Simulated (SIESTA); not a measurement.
Input and output of a self-consistent single point for Al2Cu (I4/mmm, 3 atoms in the cell) (SIESTA).

Method of the run: LDA PW92, numerical atomic orbitals DZP, PseudoDojo LDA standard norm-conserving potentials (rewritten from UPF to PSML) (SIESTA).

```
CELL_PARAMETERS angstrom
     -2.03034     2.03034     2.85109
      2.03034    -2.03034     2.85109
      2.03034     2.03034    -2.85109
ATOMIC_POSITIONS crystal
  Al 0.75000 0.25000 0.50000
  Al 0.25000 0.75000 0.50000
  Cu 0.50000 0.50000 0.00000
```

Reference input (self-consistent single point, DFT, GGA PBEsol, numerical atomic orbitals DZP, PseudoDojo PBEsol standard norm-conserving potentials (rewritten from UPF to PSML)): XC.functional = GGA; XC.authors = PBEsol; potentials = PseudoDojo PBEsol standard; PAO.BasisSize = DZP; PAO.EnergyShift = 0.005 Ry; MeshCutoff = 400 Ry; kgrid.MonkhorstPack = 9 9 9; OccupationFunction = MP; OccupationMPOrder = 0; ElectronicTemperature = 0.05 eV; MaxSCFIterations = 150; SCF.Mixer.Method = Pulay. This run's input differs from it in these lines:

```diff
@@ -1,2 +1,2 @@
-# files in the folder: Al.psml Cu.psml (PseudoDojo PBEsol standard)
+# files in the folder: Al.psml Cu.psml (PseudoDojo LDA standard)
 SystemName  Al2Cu
@@ -23,4 +23,4 @@
 
-XC.functional                GGA
-XC.authors                   PBEsol
+XC.functional                LDA
+XC.authors                   PW92
 PAO.BasisSize                DZP
```

Output, abridged:

```
        iscf     Eharris(eV)        E_KS(eV)     FreeEng(eV)     dDmax    Ef(eV) dHmax(eV)
   scf:    1    -4913.927163    -5168.494296    -5168.501166  1.211179 -2.352258 75.043877
   scf:    2    -5216.859157    -5272.984551    -5272.985831  1.121373 -5.235129 27.501740
   scf:    3    -5286.143845    -5280.219726    -5280.221716  0.523730 -5.044203 14.731623
   scf:    4    -5278.865868    -5279.552903    -5279.554759  0.049706 -5.066542 16.195241
   scf:    5    -5283.587024    -5283.603138    -5283.606242  0.542739 -4.802505  2.180145
   [... 4 lines left out ...]
   scf:   10    -5283.705849    -5283.704487    -5283.707543  0.011076 -4.835360  0.021678
   scf:   11    -5283.704482    -5283.704485    -5283.707541  0.000067 -4.835407  0.024726
   scf:   12    -5283.704494    -5283.704494    -5283.707552  0.000523 -4.835006  0.000258
   scf:   13    -5283.704494    -5283.704494    -5283.707552  0.000009 -4.835012  0.000160
SCF Convergence by DM+H criterion
max |DM_out - DM_in|         :     0.0000089581
max |H_out - H_in|      (eV) :     0.0001604838
SCF cycle converged after 13 iterations

Using DM_out to compute the final energy and forces

siesta: E_KS(eV) =            -5283.7045

siesta: E_KS - E_eggbox =     -5283.7045

siesta: Atomic forces (eV/Ang):
     1    0.000327   -0.000327   -0.000000
     2   -0.000327    0.000327   -0.000000
     3    0.000000    0.000000    0.000000
   Tot    0.000000    0.000000    0.000000
   Max    0.000327
   Res    0.000218    sqrt( Sum f_i^2 / 3N )
   Max    0.000327    constrained

Stress tensor Voigt[x,y,z,yz,xz,xy] (kbar):       30.35       30.35       33.57       -0.06       -0.06       -0.01
(Free)E + p*V (eV/cell)    -5284.6296
Target enthalpy (eV/cell)    -5283.7076

   [... lines left out ...]
siesta: FreeEng =     -5283.707552
siesta: Cell volume =         47.011822 Ang**3
siesta:         -31.42275965        -31.40767164  kBar
   [... lines left out ...]
   3 18.652   1.927  -1.102   0.647   1.998   1.998   1.998   0.568   0.562
              0.568   1.788   1.727   1.786   1.727   1.726   0.142   0.151

              0.142   0.151   0.150

mulliken: Qtot =       25.000

Mulliken Atomic Populations:
Atom #   charge [q] valence [e]  Species
     1    -0.173824    3.173824  Al
     2    -0.173824    3.173824  Al
     3     0.347648   18.652352  Cu
 Total     0.000000
```

The run converged in 13 iterations. Against the reference run the pressure goes from 0.41 to -3.14 GPa.

The starting cell comes from a database of computed structures (which also holds hypothetical and non-ambient phases and stackings), without a prior relaxation at this level. Spin polarisation is off. Values carry the incompleteness of an atom-centred basis. With a pressure of about -3 GPa the cell is away from its equilibrium volume at this level.

Cost on one core of a shared machine: roughly 90 s.
